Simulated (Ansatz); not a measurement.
Structures of equal composition on the (0001) surface of hcp Ti: a pseudomorphic layer of Mg in the host's stacking; a pseudomorphic layer of Mg in the other hollow. The slabs share one bottom face, and each structure is named by its start. These are constructed structures in small cells; real faces may alloy, dewet or reconstruct in larger ones, and not all known structures of the face are among them. Slabs of about 12 Å with all that they carry, Fermi-Dirac smearing of 0.1 eV. Bottom of the slabs: a bare face, its two planes held. Relaxed from the named starts with such symmetry as they have, on meshes of like density; energies extrapolated to zero smearing; no spin-orbit coupling, no U. Spin-polarised runs, if any, are marked in brackets, and their order is one that fits the cell; the others ran without spin.

Level of theory: PBE (plane waves to 420 eV, PAW; Ansatz, a quantum-chemistry and plane-wave program).

Put the candidates in order of energy per 1x1 cell, lowest first, for PBE.

a pseudomorphic layer of Mg in the other hollow (0.000 eV), a pseudomorphic layer of Mg in the host's stacking (0.021 eV)
